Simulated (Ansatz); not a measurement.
Results of HSE06 (PAW; Ansatz, an electronic-structure program) for CsCl-type TiCo.

Numerical settings: plane-wave cutoff 500 eV, 8×8×8 k mesh, Fermi–Dirac smearing 0.1 eV, no spin polarisation, scalar-relativistic PAW data made under PBE.

Computed at the level's own relaxed cell.

Give the computed equilibrium volume per atom and lattice constant a.


equilibrium volume per atom: 12.68 Å³/atom
lattice constant a: 2.938 Å

Measured, for comparison: equilibrium volume per atom 13.43 Å³/atom, lattice constant a 2.995 Å (room temperature, no zero-point or thermal correction; as tabulated in Yamada et al. (2019), arXiv:1910.09660). Computed (rounded) less measured: equilibrium volume per atom -5.6 %, lattice constant a -1.9 %. A static lattice is as a rule a little smaller and stiffer than an uncorrected measurement, which narrows the difference in the lattice constant a and would widen misses of the other sign.

Note: exact exchange on metals is sensitive to the k mesh and can open a false gap; the run warned that the count of filled bands differs between k points.

Static lattice: no zero-point or thermal effects.

The result took very roughly 5 core-minutes.
